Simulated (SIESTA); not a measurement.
**A self-consistent single point of CaC2 (P-1, 6 atoms in the cell) with SIESTA**

Computed with LDA PW92, numerical atomic orbitals DZP, PseudoDojo LDA standard norm-conserving potentials (rewritten from UPF to PSML) (SIESTA).

Input:

```
# files in the folder: Ca.psml C.psml (PseudoDojo LDA standard)
SystemName  CaC2
SystemLabel siesta

NumberOfAtoms                6
NumberOfSpecies              2
%block ChemicalSpeciesLabel
  1 20 Ca
  2 6 C
%endblock ChemicalSpeciesLabel
LatticeConstant              3.876246 Ang
%block LatticeVectors
     1.000000000    0.000000000    0.000000000
     0.477173275    0.913086528    0.000000000
     0.106233712    0.259772987    1.862609597
%endblock LatticeVectors
AtomicCoordinatesFormat      ScaledCartesian
%block AtomicCoordinatesAndAtomicSpecies
     0.773403795    1.090844028    1.401557843  1
     0.810003192    0.082015486    0.461051754  1
     0.328953689    0.381328228    0.112054593  2
     1.254453298    0.791531286    1.750555004  2
     0.796984679    0.692002309    0.808298061  2
     0.786422308    0.480857205    1.054311536  2
%endblock AtomicCoordinatesAndAtomicSpecies

XC.functional                LDA
XC.authors                   PW92
PAO.BasisSize                DZP
PAO.EnergyShift              0.01 Ry
MeshCutoff                   300 Ry
%block kgrid.MonkhorstPack
    7   0   0  0.0
    0   6   0  0.0
    0   0   3  0.0
%endblock kgrid.MonkhorstPack
OccupationFunction           FD
ElectronicTemperature        10 K

MaxSCFIterations             150
SCF.Mixer.Method             Pulay
SCF.Mixer.Weight             0.1
SCF.Mixer.History            8
SCF.DM.Tolerance             1.0E-04
Diag.ParallelOverK           true
WriteForces                  true
```

Output (repeated stretches shortened):

```
reinit: Reading from file input.fdf

reinit: System Name: CaC2
reinit: System Label: siesta

coor:   Atomic-coordinates input format  =     Cartesian coordinates
coor:                                          (in units of alat)

siesta: Atomic coordinates (Bohr) and species
siesta:      5.66522   7.99048  10.26647  1        1
siesta:      5.93331   0.60077   3.37722  1        2
siesta:      2.40960   2.79325   0.82080  2        3
siesta:      9.18892   5.79800  12.82289  2        4
siesta:      5.83795   5.06895   5.92082  2        5
siesta:      5.76058   3.52230   7.72288  2        6

siesta: System type = bulk

initatomlists: Number of atoms, orbitals, and projectors:      6    70    68

siesta: ******************** Simulation parameters ****************************
redata: Spin configuration                          = none
redata: Time-Reversal Symmetry                      = T
redata: Number of Atomic Species                    =        2
redata: Mesh Cutoff                                 =   300.0000 Ry
redata: Net charge of the system                    =     0.0000 |e|
redata: Min. number of SCF Iter                     =        0
redata: Max. number of SCF Iter                     =      150
redata: SCF convergence failure will abort job
redata: SCF mix quantity                            = Hamiltonian
redata: Mix DM or H after convergence               =   F
redata: Recompute H after scf cycle                 =   F
redata: Mix DM in first SCF step                    =   T
redata: No kicks to SCF
redata: DM Mixing Weight for Kicks                  =     0.5000
redata: Require Harris convergence for SCF          =   F
redata: Harris energy tolerance for SCF             =     0.000100 eV
redata: Require DM convergence for SCF              =   T
redata: DM tolerance for SCF                        =     0.000100
redata: Require EDM convergence for SCF             =   F
redata: EDM tolerance for SCF                       =     0.001000 eV
redata: Require H convergence for SCF               =   T
redata: Hamiltonian tolerance for SCF               =     0.001000 eV
redata: Require (free) Energy convergence for SCF   =   F
redata: (free) Energy tolerance for SCF             =     0.000100 eV
redata: Using DFT-D3 dispersion                     =   F
redata: Using Saved Data (generic)                  =   F
redata: Method of Calculation                       = Diagonalization
redata: Electronic Temperature                      =    10.0000 K
redata: Number of TDED substeps                     =        3
redata: Dynamics option                             = Single-point calculation
redata: Save all siesta data in one NC              =   F
redata: ***********************************************************************

%block SCF.Mixers
  Pulay
%endblock SCF.Mixers

%block SCF.Mixer.Pulay
  # Mixing method
  method pulay
  variant stable

  # Mixing options
  weight 0.1000
  weight.linear 0.1000
  history 8
%endblock SCF.Mixer.Pulay

DM_history_depth set to one: no extrapolation allowed by default for geometry relaxation
Size of DM history Fstack: 1
Total number of electrons:    36.000000
Total ionic charge:    36.000000

* ProcessorY, Blocksize:    1  64

* Orbital distribution balance (max,min):    70    70

k-point displ. along   2 input, could be:     0.00    0.50
 Kpoints in:           72 . Kpoints trimmed:           65

siesta: k-grid: Number of k-points = 65
siesta: k-points from Monkhorst-Pack grid
siesta: k-cutoff (effective) =    10.952 Ang
siesta: k-point supercell and displacements
siesta: k-grid:     7     0     0      0.000
siesta: k-grid:     0     6     0      0.000
siesta: k-grid:     0     0     3      0.000

diag: Algorithm                                     = D&C
diag: Parallel over k                               =   F
diag: Use parallel 2D distribution                  =   F
diag: Parallel block-size                           = 64
diag: Parallel distribution                         =     1 x     1
diag: Used triangular part                          = Lower
diag: Absolute tolerance                            =  0.100E-15
diag: Orthogonalization factor                      =  0.100E-05
diag: Memory factor                                 =  1.0000

superc: Internal auxiliary supercell:     7 x     7 x     3  =     147
superc: Number of atoms, orbitals, and projectors:    882  10290   9996

                        Single-point calculation

superc: Internal auxiliary supercell:     7 x     7 x     3  =     147
superc: Number of atoms, orbitals, and projectors:    882  10290   9996

outcell: Unit cell vectors (Ang):
        3.876246    0.000000    0.000000
        1.849641    3.539348    0.000000
        0.411788    1.006944    7.219933

outcell: Cell vector modules (Ang)   :    3.876246    3.993514    7.301434
outcell: Cell angles (23,13,12) (deg):     81.4688     86.7669     62.4087
outcell: Cell volume (Ang**3)        :     99.0530
new_DM -- step:     1
Initializing Density Matrix...

Attempting to read DM from file... Failed...
DM filled with atomic data:

InitMesh: MESH = 36 x 40 x 80 = 115200
InitMesh: Mesh cutoff (required, used) =   300.000   303.553 Ry

stepf: Fermi-Dirac step function

        iscf     Eharris(eV)        E_KS(eV)     FreeEng(eV)     dDmax    Ef(eV) dHmax(eV)
   scf:    1    -2746.373745    -2752.629509    -2752.629509  1.602276 -8.926614  5.697636
   scf:    2    -2754.923923    -2753.809670    -2753.809670  0.035068 -6.332461  4.545357
   scf:    3    -2756.852926    -2755.953559    -2755.953559  0.200323 -4.915900  0.458632
   scf:    4    -2755.920991    -2755.949309    -2755.949309  0.033845 -4.877613  0.636151
   scf:    5    -2755.979719    -2755.965878    -2755.965878  0.026822 -5.258593  0.308396
   scf:    6    -2755.978707    -2755.973522    -2755.973522  0.010140 -5.283842  0.074617
   scf:    7    -2755.962898    -2755.968875    -2755.968875  0.008118 -5.243864  0.236524
mix: Pulay -- inversion failed, > SVD [rank/size] 5 / 6
   scf:    8    -2755.976509    -2755.974081    -2755.974081  0.011299 -5.281416  0.003027
mix: Pulay -- inversion failed, > SVD [rank/size] 5 / 7
   scf:    9    -2755.974082    -2755.974081    -2755.974081  0.000036 -5.281461  0.002201
   scf:   10    -2755.974082    -2755.974082    -2755.974082  0.000144 -5.280991  0.001134
   scf:   11    -2755.974082    -2755.974082    -2755.974082  0.000046 -5.281032  0.000120

SCF Convergence by DM+H criterion
max |DM_out - DM_in|         :     0.0000455664
max |H_out - H_in|      (eV) :     0.0001203506
SCF cycle converged after 11 iterations

Using DM_out to compute the final energy and forces

siesta: E_KS(eV) =            -2755.9741

siesta: E_KS - E_eggbox =     -2755.9741

siesta: Atomic forces (eV/Ang):
     1   -0.118943    0.019732    0.039075
     2    0.118942   -0.019732   -0.039075
     3    0.822349   -0.683665    0.970785
     4   -0.822349    0.683665   -0.970785
     5   -0.045764    1.002654   -1.140323
     6    0.045764   -1.002654    1.140323
   Tot   -0.000000    0.000000    0.000000
   Max    1.140323
   Res    0.699991    sqrt( Sum f_i^2 / 3N )
   Max    1.140323    constrained

Stress tensor Voigt[x,y,z,yz,xz,xy] (kbar):      -13.40       -8.69      -18.81       31.98      -13.06       11.10
(Free)E + p*V (eV/cell)    -2755.1312
Target enthalpy (eV/cell)    -2755.9741

siesta: Program's energy decomposition (eV):
siesta: Ebs     =      -749.266530
siesta: Eions   =      4427.944313
siesta: Ena     =       986.834290
siesta: Ekin    =      1134.368535
siesta: Enl     =       157.944606
siesta: Eso     =         0.000000
siesta: Edftu   =         0.000000
siesta: DEna    =         9.519746
siesta: DUscf   =         2.758847
siesta: DUext   =         0.000000
siesta: Ex      =      -552.320642
siesta: Ec      =       -67.135150
siesta: Exc     =      -619.455792
siesta: Eharris =     -2755.974082
siesta: Etot    =     -2755.974082
siesta: FreeEng =     -2755.974082

siesta: Atomic forces (eV/Ang):
siesta:      1   -0.118943    0.019732    0.039075
siesta:      2    0.118942   -0.019732   -0.039075
siesta:      3    0.822349   -0.683665    0.970785
siesta:      4   -0.822349    0.683665   -0.970785
siesta:      5   -0.045764    1.002654   -1.140323
siesta:      6    0.045764   -1.002654    1.140323
siesta: ----------------------------------------
siesta:    Tot   -0.000000    0.000000    0.000000

siesta: Stress tensor (static) (eV/Ang**3):
siesta:    -0.008365    0.006929   -0.008153
siesta:     0.006929   -0.005425    0.019960
siesta:    -0.008153    0.019960   -0.011738

siesta: Cell volume =         99.053030 Ang**3

siesta: Pressure (static):
siesta:                Solid            Molecule  Units
siesta:           0.00009268          0.00030841  Ry/Bohr**3
siesta:           0.00850907          0.02831702  eV/Ang**3
siesta:          13.63303091         45.36886029  kBar
```

The run converged in 11 iterations.

The starting cell comes from a database of computed structures (which also holds hypothetical and non-ambient phases and stackings), without a prior relaxation at this level. Its lattice was rescaled by a random factor within 2.5 % of one. Values carry the incompleteness of an atom-centred basis. Forces in this geometry exceed 1 eV/Å.
